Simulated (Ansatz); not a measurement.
Band structure of YbBi2IO4 (P4/mmm, 8 atoms in the cell).

```
YbBi2IO4
1.0
    3.94818     0.00000     0.00000
    0.00000     3.94818     0.00000
    0.00000     0.00000     9.74288
Yb Bi I O
1 2 1 4
Direct
  0.00000   0.00000   0.00000
  0.50000   0.50000   0.75107
  0.50000   0.50000   0.24893
  0.00000   0.00000   0.50000
  0.50000   0.00000   0.85600
  0.50000   0.00000   0.14400
  0.00000   0.50000   0.85600
  0.00000   0.50000   0.14400
```

Method: LDA (PW92), PAW files made with PBE (plane waves; Ansatz, a first-principles code).

Settings: basis.ecutwfc = 420 eV; kpoints.mp_grid.grid = 5 5 2; hamiltonian.xc = lda; hamiltonian.pseudopotentials = {kind: paw} (an earlier, softer set of the program's PAW files); scf.occupations.method = fermi_dirac; scf.occupations.width = 0.1 eV; kpoints.band_path.npoints = 8.

The starting cell comes from a database of computed structures (which also holds hypothetical and non-ambient phases and stackings), without a prior relaxation at this level. Its lattice was rescaled by a random factor within 2.5 % of one. Spin-orbit coupling is off. Spin polarisation is off; with an odd number of electrons in the cell that forces a metal, and a magnetic state may lie lower. The f electrons are in the valence without U or exact exchange, which can misplace them near the Fermi level. Spin-orbit terms, which matter for f shells, are left out.

Levels in eV from the Fermi level, bands 45 to 52:
```json
[
 {"point": "Γ", "45": "-0.20", "46": "-0.20", "47": "-0.19", "48": "-0.15", "49": "1.14", "50": "3.08", "51": "4.97", "52": "5.04"},
 {"point": "X", "45": "-0.27", "46": "-0.26", "47": "-0.15", "48": "-0.05", "49": "2.96", "50": "4.03", "51": "4.34", "52": "4.97"},
 {"point": "M", "45": "-0.37", "46": "-0.37", "47": "-0.37", "48": "0.20", "49": "3.12", "50": "3.12", "51": "3.67", "52": "4.41"},
 {"point": "Z", "45": "-0.20", "46": "-0.20", "47": "-0.19", "48": "-0.16", "49": "1.49", "50": "2.58", "51": "5.07", "52": "5.07"},
 {"point": "R", "45": "-0.29", "46": "-0.27", "47": "-0.27", "48": "-0.06", "49": "3.66", "50": "3.82", "51": "4.54", "52": "4.79"},
 {"point": "A", "45": "-0.38", "46": "-0.38", "47": "-0.38", "48": "0.20", "49": "2.92", "50": "2.92", "51": "4.24", "52": "4.54"}
]
```

Bands cross the Fermi level along this path, so the cell is metallic at this level.

Keys are those of Ansatz 0.2.
